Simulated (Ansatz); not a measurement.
**Hypothetical zinc blende LaN, response to strain**

Consider LaN in the zinc blende structure (space group F-43m, No. 216; a = 5.5465 Å; a hypothetical phase, not in the database extracts checked). Axes: x, y, z lie along the cube axes.

Strains are applied to the cell and any free atomic positions relax.

Computed with Ansatz (a program for electronic structure) PBEsol, no spin-orbit coupling.

Candidates:
(a) tensor shear ε_xy = +3.09 %
(b) isotropic strain +4.73 %
(c) isotropic strain −4.23 %

For the base:

```
Item        Value
--------  -------
Band gap  1.07 eV
```

### Question
Order them by band gap, highest first.

### Answer
(c) isotropic strain −4.23 % (1.07 eV), (a) tensor shear ε_xy = +3.09 % (1.02 eV), (b) isotropic strain +4.73 % (0.99 eV)

Stability against distortions was not tested.
